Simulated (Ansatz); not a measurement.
Take WC (space group P-6m2, No. 187; a = 2.9127 Å, c = 2.8354 Å; relaxed with 0.1 eV smearing) as the base.

All numbers come from r2SCAN (Ansatz, a first-principles code; PAW; 500 eV plane waves; no spin-orbit coupling).

Strains are applied to the cell and any free atomic positions relax.

One change was made to it. Results:

| quantity | base | after |
|---|---|---|
| pressure (mean of the normal stresses, compression positive) | 0.0 GPa | 20.2 GPa |
| energy relative to the base (free energy F) | 0 meV/atom | +28 meV/atom |

Problem. Which of these changes matches the shifts?
A) isotropic strain −1.00 %
B) isotropic strain −1.50 %
C) isotropic strain −2.00 %
D) isotropic strain −3.00 %
E) isotropic strain −0.50 %

Solution. B, isotropic strain −1.50 %. For comparison, the energy relative to the base in the other runs: isotropic strain −0.50 % gives +3.0 meV/atom; isotropic strain −1.00 % gives +12 meV/atom; isotropic strain −3.00 % gives +117 meV/atom; isotropic strain −2.00 % gives +51 meV/atom.

No phonon test of stability was made. The final runs are not spin-polarised.
